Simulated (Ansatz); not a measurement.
The structure below was relaxed with PBEsol (Ansatz, a first-principles code; PAW; 420 eV plane waves; no SOC).

```xyz
8
Lattice="4.0756 0.0000 0.0000 0.0000 4.0810 5.7782 0.0000 -4.0810 5.7782" Properties=species:S:1:pos:R:3 pbc="T T T"
P      2.0378    -1.9517     4.3967
P      0.0000     0.0000     1.4441
P      0.0000     0.0000     7.1069
P      2.0378     1.9517     4.3967
In     0.0000    -2.0330     8.6682
Ga     2.0378     0.0000     5.7762
In     2.0378     0.0000    11.5470
In     0.0000     2.0330     8.6682
```

Task: Find the space group and the Wyckoff positions.

Result: Space group Amm2 (No. 38); a = 4.076 Å, b = 8.162 Å, c = 11.556 Å, α = β = γ = 90.00°

```json
[
 {"atom": "P", "site": "4e", "symmetry": "m..", "x": "0.5000", "y": "0.2391", "z": "0.3805"},
 {"atom": "P", "site": "2a", "symmetry": "mm2", "x": "0.0000", "y": "0.0000", "z": "0.1250"},
 {"atom": "P", "site": "2a", "symmetry": "mm2", "x": "0.0000", "y": "0.0000", "z": "0.6150"},
 {"atom": "In", "site": "4d", "symmetry": "m..", "x": "0.0000", "y": "0.2509", "z": "0.2501"},
 {"atom": "Ga", "site": "2b", "symmetry": "mm2", "x": "0.5000", "y": "0.5000", "z": "0.9998"},
 {"atom": "In", "site": "2b", "symmetry": "mm2", "x": "0.5000", "y": "0.5000", "z": "0.4992"}
]
```

Task: Describe the coordination.

Result: The crystal has 16 atoms in its conventional cell. Lattice parameters: a = 4.0756 Å, b = 8.1619 Å, c = 11.5565 Å, α = β = γ = 90.00°. P1 has 1 Ga at 2.390 Å and 3 In at 2.533–2.536 Å (tetrahedral). P2 is coordinated by 4 In at 2.503–2.507 Å (tetrahedral). P3 sees 2 Ga at 2.434 Å and 2 In at 2.563 Å (tetrahedral). In1 is coordinated by 4 P at 2.507–2.563 Å (tetrahedral). Ga is coordinated by 4 P at 2.390–2.434 Å (tetrahedral). In2 is coordinated by 4 P at 2.503–2.533 Å (tetrahedral). (Neighbours: up to the widest gap in distance over summed covalent radii, below 1.35, at either atom; cation-cation and far metal-metal contacts left out.)

These are small ordered cells, not random alloys; other orderings at the same x differ. No phonon test of stability was made. The cell was made from GaP by this change: x(In) = 0.75, 8 atoms, Amm2.
